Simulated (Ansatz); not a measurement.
CoSi₂ (Fm-3m), PBEsol, DFPT electron-phonon coupling, linearised Boltzmann equation (Ansatz, an electronic-structure program): Condition of this run: hydrostatic pressure 5 GPa (the target of the relaxation). phonon-limited resistivity 8.44 μΩ·cm at 300 K, 12.0 μΩ·cm at 400 K, current-weighted mean free path 11.5 nm, Drude plasma energy 6.57 eV.

Q: What temperature coefficient of resistance follows, and how does it compare with 1/T?

A: (ρ₄₀₀ − ρ₃₀₀)/(100 K × ρ₃₀₀) = 4.22×10⁻³ K⁻¹, against 1/T = 3.33×10⁻³ K⁻¹ for a resistivity proportional to T. It lies higher because phonons are still being populated at 300 K; impurities would add a constant and lower it.

Q: What Drude relaxation time do resistivity and plasma energy imply?

A: ω_p = 9.98e15 s⁻¹, so τ = 1/(ε₀ ω_p² ρ) = 13.4 fs, a damping ħ/τ of 49.0 meV.

Q: What is the classical skin depth at 100 GHz (nonmagnetic, μ₀ = 1.257×10⁻⁶ H/m)?

A: δ = √(ρ/(π f μ₀)) = 462 nm.

A metal at this level (no band gap). Only scattering by harmonic phonons is included (no impurities, grain boundaries, electron-electron scattering or thermal expansion). Spin-orbit coupling is left out. Halving the electron mesh (28x28x28) moves the resistivity by up to 2 % at 300 K, the mean free path by up to 1 %. Smearing 0.20 eV; phonons on a 5x5x5 q mesh, which this run doesn't test.

Treated as nonmagnetic (a ferromagnetic start lost its moment, other orders weren't tried): CoSi2 (Fm-3m).
